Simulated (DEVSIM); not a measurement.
System: Schottky contact on n-type Si, at 400 K.

Layer 1 from the left is Si, thickness (μm) 4.00, Nd (cm⁻³) 6.4e15, τn (s) 1.4e-7, τp (s) 1.4e-7.

Left contact: Schottky, work function 4.88 eV, emission velocity 8e6 cm/s. Right contact: ohmic. Voltage is applied to the left contact. Recombination: SRH at mid-gap, Auger. Mobility is constant in doping.

The device is made up for the run: typed textbook-type constants, with dimensions and the other settings drawn at random. Values at 300 K; Nc and Nv go as T^1.5, mobilities as T to minus their exponent, the gap by Varshni's rule with the affinity fixed.

Si: gap (eV) 1.124, affinity (eV) 4.05, permittivity 11.7, Nc (cm⁻³) 2.86e19, Nv (cm⁻³) 3.1e19, μn (cm²/Vs) 1417, μp (cm²/Vs) 470, T exponent of μn 2.3, T exponent of μp 2.2, Cn (cm⁶/s) 2.8e-31, Cp (cm⁶/s) 9.9e-32, Varshni α (eV/K) 0.000473, Varshni β (K) 636.

DEVSIM, 1D drift-diffusion, Boltzmann statistics, complete ionisation; no tunnelling, impact ionisation, image-force lowering or self-heating. Metal contacts follow the ideal Schottky-Mott rule: no Fermi-level pinning, no interface dipoles.

Dark forward current:

```tsv
|V| (V)	|J| (A/cm²)
0.05	0.004797
0.10	0.02480
0.15	0.1081
0.20	0.4521
0.25	1.837
0.30	6.990
0.35	22.66
0.40	56.82
0.45	111.4
0.50	184.4
0.55	274.2
0.60	379.8
0.65	501.0
0.70	637.3
0.75	788.4
0.80	953.9
0.85	1134
0.90	1327
0.95	1533
1.00	1753
1.05	1984
1.10	2228
```

### Question
Work out the local ideality factor n = ΔV / (kT/q · ln(J2/J1)) between the rows 0.15 and 0.20 V, 1.05 and 1.10 V.

### Answer
kT/q = 34.47 mV. From 0.15 to 0.20 V: ln(0.4521/0.1081) = 1.431, n = 1.01, near the 1 of diffusion or emission over a barrier. From 1.05 to 1.10 V: ln(2228/1984) = 0.116, n = 12.51.

### Question
Estimate the current at 0.20 V for emission alone, J0 = q v N_band exp(−φB/kT), and read the barrier back from the simulated current.

### Answer
φB = 0.830 eV, N_band = 4.40e19 cm⁻³, J0 = 0.00197 A/cm²; J = J0 (exp(qV/kT) − 1) = 0.650 A/cm². The simulation gives 0.452 A/cm²; the estimate lies 44 % above. Read backwards, the simulated current gives an apparent barrier of 0.843 eV. The estimate leaves out transport through the depletion region and minority injection.
